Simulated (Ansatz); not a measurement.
Here is the system:

```
CELL_PARAMETERS angstrom
      3.22779     0.00000     0.00000
     -1.61389     2.79534     0.00000
      0.00000     0.00000    12.34688
ATOMIC_POSITIONS crystal
  Mo 0.66667 0.33333 0.75000
  Mo 0.33333 0.66667 0.25000
  Se 0.33333 0.66667 0.88530
  Se 0.66667 0.33333 0.11470
  Se 0.66667 0.33333 0.38530
  Se 0.33333 0.66667 0.61470
```

Level of theory: PBEsol+D3BJ with spin-orbit coupling, rigid bands (plane waves, PAW; Ansatz, a first-principles code). Geometry: cell and atoms relaxed with PBEsol+d3bj.

Task: Predict the hole conductivity mass (n e² τ/σ) at 300 K, by direction if it differs.

Result: 0.65 (x), 0.65 (y), 1.98 (z) mₑ.

Task: Predict the electron conductivity mass (n e² τ/σ) at 300 K, by direction if it differs.

Result: 0.51 (x), 0.51 (y), 0.42 (z) mₑ.

Task: And the band gap?

Result: 0.52 eV at this level; semilocal functionals usually fall short of the measured gap.

Rigid bands, one relaxation time for all states, no polarons. Geometry: cell and atoms relaxed with PBEsol+D3(BJ).

PBEsol with a dispersion correction tends to overbind, so the cell can be several per cent short, in bad cases over ten, which usually narrows a gap: MoSe2 (P6_3/mmc).
